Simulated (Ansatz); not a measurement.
## InP: isotropic strain −5.28 %

Take InP in the zinc blende structure (space group F-43m, No. 216; a = 5.960 Å) as the base.

Modification: an isotropic linear strain of −5.28 %, atoms relaxed at fixed cell.

The values are results of PBE (Ansatz, a quantum-chemistry and plane-wave program), no spin-orbit coupling, earlier PAW set, not measurements. Γ-centred 10×10×10 mesh, Fermi–Dirac width 0.05 eV.

```csv
quantity,base,changed,shift
volume per atom,26.46 Å³,22.49 Å³,-3.97 Å³
space group,F-43m (No. 216),F-43m (No. 216),–
shortest interatomic distance,258.1 pm,244.4 pm,-13.63 pm
energy relative to the base (free energy F),0 meV/atom,+150 meV/atom,+150 meV/atom
pressure,0.00 GPa,14.11 GPa,+14.11 GPa
band gap,0.44 eV,1.32 eV,+0.88 eV
gap character,direct at Γ,direct at Γ,–
width of the top valence band,2.69 eV,3.46 eV,+0.77 eV
electron mass,0.037 mₑ (at Γ),0.096 mₑ (at Γ),–
"hole mass (degenerate bands, along [100])","0.037, 0.46, 0.46 mₑ (at Γ)","0.095, 0.38, 0.38 mₑ (at Γ)",–
"valley order (the lowest conduction-band minima on the path, energy above the VBM, named in the base's zone)",Γ 0.44 eV; L along ⟨111⟩ 1.38 eV; X along ⟨100⟩ 1.85 eV,Γ 1.32 eV; X along ⟨100⟩ 1.55 eV; L along ⟨111⟩ 1.77 eV,–
```

Final structure:

```
InP
1.0
    0.00000     2.82256     2.82256
    2.82256     0.00000     2.82256
    2.82256     2.82256     0.00000
P In
1 1
Direct
  0.75000   0.75000   0.75000
  0.00000   0.00000   0.00000
```

Cost of the whole job for the changed cell (relaxation, final SCF and bands): about 18 core-seconds (a rough figure).

Masses are band curvatures over ±0.01 Å⁻¹ around the edge. No phonon test of stability was made.
